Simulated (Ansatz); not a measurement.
Cost and result by functional for the adsorption energy of OH on the 1x1 (10-10) surface of wurtzite ZnO (cut with top plane O + Zn), one in a 2x1 cell, started at the site 'bridge Zn-Zn (span 3.3 Å)', in Ansatz (plane waves, PAW). Single points on the PBE structure, on one kind of machine; costs are rough ratios of the slab run's core time (references not counted) to the cheapest single point. r2SCAN's cost holds its higher cutoff (500 against 420 eV). Differences are taken against r2SCAN for comparison alone: no measured value is at hand, so the table doesn't rank accuracy. The points keep PBE's geometry, so the relaxation of a polaron and the settling of charge on one site are left out.

Host crystal: wurtzite ZnO, with a band gap (PBE, scalar-relativistic without spin-orbit coupling).

Slab: 34 atoms, 9.4 Å thick at the start under the adsorbate (thin: gaps and levels are the slab's own); k 3x4x1, smearing 0.01 eV, dipole-corrected; 16 atoms held, the rest relaxed; no symmetry held; spin-polarised, ending with about 0.7 μB a cell, a value that depends on the mesh; orders that need a larger cell were not tried, no spin-orbit, no U, no dispersion correction. The slab shows no gap over 0.04 eV on its mesh. At the end it is bonded to 2 Zn. In PBE it is, or lies within 0.03 eV of, the lowest of the starts that converged. These notes are the PBE run's. r2SCAN: The program's check for a lower electronic state was not made. Adsorption energies are against H2O(g) − ½ H2(g). A negative adsorption energy means that the adsorbate is more stable on the surface than in its reference.

```csv
functional,relative cost,adsorption energy (eV),less r2SCAN (eV)
RPBE,1,1.45,0.10
r2SCAN,2,1.35,0.00
PBE (the relaxed run's value),–,1.38,0.03
```

The values span 0.10 eV, while the single points' costs differ by a factor of roughly 2. Differences are of unrounded values.

Ansatz is a first-principles code.
